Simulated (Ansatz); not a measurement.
Output of an Ansatz run (abridged):

```
WARN ansatz: RAYON_NUM_THREADS=1 ignored (pool sized by the plan → 1); use --threads N
Pseudopotentials: kind: paw
Pseudopotential: Ca, paw, valence charge 10
Pseudopotential: Se, paw, valence charge 16
Crystal: 2 atoms, lattice volume = 52.651 Å³
Basis set: ecut = 420.4159175005146 eV, 965 PW (Γ), exchange–correlation on 60×60×60 points (8 copies of the dense FFT grid, shifted against one another)
Bands: 17, of which v1, the nominal top of the filled ones, is band 13 counted from 1 (12 counted from 0)
Symmetry: 48 space group operations
Space group: Fm-3m (ITA 225), of the structure as read, at distance tolerance 3.7e-5 Å
k-points: 20 of 343
Initial density: superposition of atomic densities (neutral atoms: chi_scale 0, normalization atom), corrected by the library's trained network
Initial wavefunctions: pseudopotential atomic-orbital guess
Eigensolver: davidson
Functional: x = pbe(κ = 0.804, μ = 0.2195149727645171), c = pbe(β = 0.06672455060314922)
SCF iter   1: F=—  HF=-7290.002784 eV  |F-HF|=—  |Δ(HF+E_count)|=         —  Δρ=5.35e-4  dr2=1.58e-4  ethr=1.77e-3  ⟨swp⟩=6.8  Hψ=1951  notcnv=0
all-band conjugate gradients solve this SCF's bands
preconditioner: auto → none
SCF iter   2: F=—  HF=-7290.002724 eV  |F-HF|=—  |Δ(HF+E_count)|=   6.08e-5  Δρ=3.26e-4  dr2=1.03e-4  ethr=6.08e-7  ⟨swp⟩=2.1  Hψ=776  notcnv=0
SCF iter   3: F=—  HF=-7290.002742 eV  |F-HF|=—  |Δ(HF+E_count)|=   1.80e-5  Δρ=2.33e-4  dr2=4.23e-5  ethr=3.98e-7  ⟨swp⟩=2.0  Hψ=600  notcnv=0
SCF iter   4: F=—  HF=-7290.002728 eV  |F-HF|=—  |Δ(HF+E_count)|=   1.33e-5  Δρ=6.16e-5  dr2=1.98e-6  ethr=1.63e-7  ⟨swp⟩=2.4  Hψ=483  notcnv=0
iter 5 did not close the SCF: its close was put off for the readings that it lacked (scf_convergence_deferred on its scf_iter line)
SCF iter   5: F=-7290.002729 eV  HF=-7290.002729 eV  |F-HF|=7.93e-8  |Δ(HF+E_count)|=   6.88e-7  Δρ=7.21e-6  dr2=2.88e-8  ethr=7.61e-9  ⟨swp⟩=2.2  Hψ=474  notcnv=0
SCF iter   6: F=-7290.002729 eV  HF=-7290.002729 eV  |F-HF|=1.07e-8  |Δ(HF+E_count)|=   2.69e-8  Δρ=3.13e-6  dr2=1.04e-8  ethr=1.11e-10  ⟨swp⟩=2.0  Hψ=1242  notcnv=0
SCF 1 converged in 6 iterations: F = -7290.002729 eV  dr2 = 1.04e-8
SCF converged after 6 iterations
Free energy (F): -7290.002729 eV
Harris-Foulkes:  -7290.002729 eV  (|F-HF|=1.07e-8)
Internal energy: -7290.002729 eV  (E = F + TS)
E sigma→0 (E₀):  -7290.002729 eV
Fermi energy:    7.928455 eV
--- Per-component energies (eV) ---
  E_band       = -516.022171
  E_kinetic    = 398.183615
  E_local      = -3226.283059  (includes V_loc(G=0)·N_el)
  E_nonlocal   = -533.230817
  E_hartree    = 1480.633779
  E_xc         = -243.066129
  E_vxc        = -271.517795  (∫ρ·V_xc dr)
  E_paw        = -2769.051172  (= ΣΔE_a)
  E_vpaw       = 155.562327  (= ΣTr[D̂ρ^β])
  E_aug_tail   = -0.000582  (compensation charges beyond the density's cutoff)
  E_ewald      = -2397.188365
  E_smearing   = -0.000000  (= −TS)
  E_closure    = -0.000000  (closes the sum)
  Σ components = -7290.002729   (vs F -7290.002729, Δ=0.00e0)
--- Forces (eV/Å), atoms counted from 1 ---
  atom   1  Ca    -0.00000000     0.00000000     0.00000000
  atom   2  Se     0.00000000     0.00000000     0.00000000
  max |Σ_I F_I| component: 2.59e-29 eV/Å
--- Stress (GPa, compression-positive) ---
        0.209222       0.000000      -0.000000
        0.000000       0.209222       0.000000
       -0.000000       0.000000       0.209222
  P = ⅓ Tr σ = 0.2092 GPa (2.092 kbar)
  The stress holds the Pulay correction. Without it, at fixed plane waves, as pw.x and ABINIT print it: P = 0.2025 GPa
--- Band table (eV; the first three rows and the last of 20) ---
  k-point 0: bands = ["-38.9628", "-38.9628", "-38.9576", "-38.9576", "-38.9576", "-32.9369", "-13.9258", "-13.9258", "-13.9258", "-4.8595", "6.8783", "6.8783", "6.8783", "10.1323", "10.5948", "10.5948", "10.5948"]
  k-point 1: bands = ["-38.9628", "-38.9628", "-38.9576", "-38.9576", "-38.9576", "-32.9358", "-13.9459", "-13.9271", "-13.9271", "-4.7457", "5.9529", "6.5889", "6.5889", "10.4798", "10.8575", "10.8575", "11.3286"]
  k-point 2: bands = ["-38.9628", "-38.9628", "-38.9576", "-38.9575", "-38.9575", "-32.9332", "-13.9903", "-13.9301", "-13.9301", "-4.4738", "4.6096", "6.0855", "6.0855", "10.6697", "11.4856", "11.4856", "12.7772"]
  k-point 19: bands = ["-38.9629", "-38.9627", "-38.9575", "-38.9575", "-38.9574", "-32.9288", "-13.9828", "-13.9820", "-13.9531", "-4.2191", "4.7876", "4.8381", "5.5174", "10.8527", "11.7274", "12.2746", "12.6335"]
```

The structure:

```xyz
2
Lattice="0.0000 2.9748 2.9748 2.9748 0.0000 2.9748 2.9748 2.9748 0.0000" Properties=species:S:1:pos:R:3 pbc="T T T"
Ca     0.0000     0.0000     0.0000
Se     2.9748     2.9748     2.9748
```

Question: Reconstruct the input of this run.

Answer: Other spellings and defaults could give the same log, and not every line can be read from it. The input that was run (DFT, PBE, plane waves, default PAW files):

Ansatz 0.2 input:
```yaml
crystal:
  lattice:
    - [0.000000, 2.974800, 2.974800]
    - [2.974800, 0.000000, 2.974800]
    - [2.974800, 2.974800, 0.000000]
  atoms:
    - { symbol: Ca, position: [0.000000, 0.000000, 0.000000] }
    - { symbol: Se, position: [0.500000, 0.500000, 0.500000] }
basis:
  ecutwfc: 30.9 Ry
kpoints:
  mp_grid: { grid: [7, 7, 7] }
hamiltonian:
  xc: pbe
  pseudopotentials: { kind: paw }
scf:
  occupations: { method: fermi_dirac, width: 0.0037 Ry }
output:
  forces: true
  eigenvalues: true
  stress: true
```

The starting cell has typed, rounded lattice constants, without a prior relaxation at this level. Its lattice was rescaled by up to half a per cent. Ansatz's pressure includes its estimate of the finite-basis (Pulay) stress.

Ansatz is a program for electronic structure.
